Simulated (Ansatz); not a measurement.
Ca(OH)₂ (P-3m1, No. 164), treated with PBEsol (PAW; Ansatz, a first-principles code).

Run with plane-wave cutoff 520 eV, 12×12×8 k mesh (along the axes of the cell as run), Fermi–Dirac smearing 0.01 eV, scalar-relativistic PAW data made under PBE.

Computed at the level's own relaxed cell.

Question: Predict the c axis length, pressure derivative B′ of the bulk modulus, band gap, bulk modulus and lattice parameter a.

Answer: 
c axis length: 4.766 Å
pressure derivative B′ of the bulk modulus: 8.8
band gap: 4.19 eV (direct)
bulk modulus: 34.5 GPa
lattice parameter a: 3.561 Å

Note: the relaxation could not lower the start's symmetry, so the cell can be a saddle point above a distorted one; the bulk modulus comes from volumes at which shape and atoms were relaxed.

Computed values are for the static lattice.

It cost roughly 5 core-minutes of CPU time.
